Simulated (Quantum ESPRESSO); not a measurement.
Density of states of MgAu3 (I4/mmm, 4 atoms in the cell).

```
MgAu3
1.0
   -2.06574     2.06574     4.21043
    2.06574    -2.06574     4.21043
    2.06574     2.06574    -4.21043
Mg Au
1 3
Direct
  0.00000   0.00000   0.00000
  0.50000   0.50000   0.00000
  0.75000   0.25000   0.50000
  0.25000   0.75000   0.50000
```

Method: LDA (PZ), GBRV 1.5 ultrasoft (LDA) pseudopotentials (plane waves; Quantum ESPRESSO).

SCF settings: ecutwfc = 40 Ry; ecutrho = 320 Ry; occupations = smearing; smearing = mp; degauss = 0.0099958 Ry; potentials = {Mg: mg_lda_v1.4.uspp.F.UPF, Au: au_lda_v1.uspp.F.UPF}; K_POINTS = automatic 9 9 9 0 0 0; conv_thr = 1e-10 Ry; mixing_beta = 0.3. Keys of the DOS step: nscf.calculation = nscf; nscf.verbosity = high; nscf.occupations = tetrahedra_opt; nscf.nbnd = 30; nscf.startingwfc = random; nscf.diago_thr_init = 1e-06; nscf.diagonalization = cg; nscf.K_POINTS = automatic 22 22 22 0 0 0; dos.x.fildos = dos.dat; dos.x.Emin = -15 eV; dos.x.Emax = 30 eV; dos.x.DeltaE = 0.1 eV.

The starting cell comes from a database of computed structures (which also holds hypothetical and non-ambient phases and stackings), without a prior relaxation at this level. Its lattice was rescaled by a random factor within 2.5 % of one. Spin-orbit coupling is off.

Total DOS (both spins), as means of the tabulated values in each energy bin; the zero is the program's Fermi level or highest filled level, and the curve is cut to this window:

| E (eV) | states/eV/cell |
|---|---|
| -7.80 | 0.58 |
| -7.40 | 0.80 |
| -7.00 | 1.26 |
| -6.60 | 1.58 |
| -6.20 | 5.11 |
| -5.80 | 9.57 |
| -5.40 | 8.03 |
| -5.00 | 6.07 |
| -4.60 | 7.34 |
| -4.20 | 9.05 |
| -3.80 | 7.42 |
| -3.40 | 8.65 |
| -3.00 | 5.98 |
| -2.60 | 4.71 |
| -2.20 | 2.53 |
| -1.80 | 1.44 |
| -1.40 | 1.10 |
| -1.00 | 0.99 |
| -0.60 | 1.16 |
| -0.20 | 1.25 |
| 0.20 | 1.19 |
| 0.60 | 1.20 |
| 1.00 | 1.00 |
| 1.40 | 0.87 |
| 1.80 | 1.19 |
| 2.20 | 1.39 |
| 2.60 | 1.21 |

Around zero the curve holds about 1.2 states/eV/cell.
